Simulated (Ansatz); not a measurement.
Consider ZnO in the wurtzite structure (space group P6_3mc, No. 186; a = 3.2298 Å, c = 5.2148 Å). Axes: x lies along a and z along c of the hexagonal cell.

One thing is altered: compressive biaxial strain of 0.35 % in the plane normal to [001], as in epitaxy on a mismatched substrate; the out-of-plane cell vector and the atoms relax.

Levels (all Ansatz, a quantum-chemistry and plane-wave program, PAW): PBEsol (420 eV, no SOC); r2SCAN (500 eV, no spin-orbit coupling); HSE06 (420 eV, no spin-orbit coupling).

One geometry, relaxed with PBEsol, under each level:

| level | band gap | lowest conduction level above the VBM at special points | electron mass | pressure |
|---|---|---|---|---|
| PBEsol | 0.70 eV | Γ 0.70 eV; A 3.39 eV; L 5.59 eV; M 5.76 eV | 0.13 mₑ (at Γ) | 5.1 kbar |
| r2SCAN | 1.24 eV | Γ 1.24 eV; A 3.94 eV; L 6.26 eV; M 6.47 eV | 0.19 mₑ (at Γ) | 9.4 kbar |
| HSE06 | 2.53 eV | Γ 2.53 eV; A 5.29 eV; L 7.57 eV | – | – |

Single points use the geometry relaxed with PBEsol. Their cutoffs differ, which shifts pressures a little. Effective masses come from finite differences of ±0.01 Å⁻¹. Stability against distortions was not tested.
